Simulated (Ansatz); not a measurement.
Base system: BP in the zinc blende structure (space group F-43m, No. 216).

```
CELL_PARAMETERS angstrom
      0.00000     2.26828     2.26828
      2.26828     0.00000     2.26828
      2.26828     2.26828     0.00000
ATOMIC_POSITIONS crystal
  B  0.00000 0.00000 0.00000
  P  0.25000 0.25000 0.25000
```

Cartesian axes are those of the cell as printed.

All numbers come from DFT with r2SCAN, PAW potentials and a 500 eV plane-wave cutoff in Ansatz (an electronic-structure program), spin-orbit coupling left out.

Strains are applied to the cell and any free atomic positions relax; under biaxial strain the out-of-plane vector relaxes too.

One change was made to it. Results:

| quantity | base | after |
|---|---|---|
| energy relative to the base (free energy F) | 0 meV/atom | +25 meV/atom |
| band gap | 1.41 eV | 0.84 eV |

Task: Which change produced these results?
A. biaxial strain +0.50 %, plane normal [001], relaxed out of plane
B. biaxial strain +1.00 %, plane normal [001], relaxed out of plane
C. biaxial strain +3.00 %, plane normal [001], relaxed out of plane
D. biaxial strain +2.50 %, plane normal [001], relaxed out of plane
E. biaxial strain +1.50 %, plane normal [001], relaxed out of plane

Result: C, biaxial strain +3.00 %, plane normal [001], relaxed out of plane. For comparison, the band gap in the other runs: biaxial strain +1.00 %, plane normal [001], relaxed out of plane gives 1.21 eV; biaxial strain +1.50 %, plane normal [001], relaxed out of plane gives 1.12 eV; biaxial strain +2.50 %, plane normal [001], relaxed out of plane gives 0.93 eV; biaxial strain +0.50 %, plane normal [001], relaxed out of plane gives 1.31 eV.

No phonon test of stability was made.
